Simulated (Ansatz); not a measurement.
Functionals compared on Cl on the 1x1 (111) surface of fcc Rh, one in a 2x2 cell, started at the site 'hollow Rh-Rh-Rh over Rh at depth 2.2 Å', in Ansatz (plane waves, PAW). The structure was relaxed with PBE; the other rows are single points on it, each with its references at the same level. Cutoff 420 eV (500 eV for r2SCAN).

Model: 17-atom slab, 6.5 Å thick at the start under the adsorbate (thin: gaps and levels are the slab's own), 6x6x1 mesh, Fermi-Dirac 0.1 eV, dipole correction, 8 atoms held, the rest relaxed; start symmetry kept, larger cells not searched; no spin, no spin-orbit, no U, no dispersion correction. At the end it is bonded to 3 Rh. In PBE this state lies 0.09 eV over the lowest of the starts that converged ('hollow Rh-Rh-Rh over Rh at depth 4.4 Å'). These notes are the PBE run's. Adsorption energies are against ½ Cl2(g). A negative adsorption energy means that the adsorbate is more stable on the surface than in its reference.

```tsv
functional	adsorption energy (eV)	work function of the top face (eV)	change of the work function (eV)	rough cost of the single point
PBE	-1.87	5.06	-0.09	–
RPBE	-1.61	4.95	-0.02	about 60 core-seconds (a rough figure)
r2SCAN	-2.23	5.17	0.03	very roughly 120 core-seconds
```

Ansatz is a first-principles code.
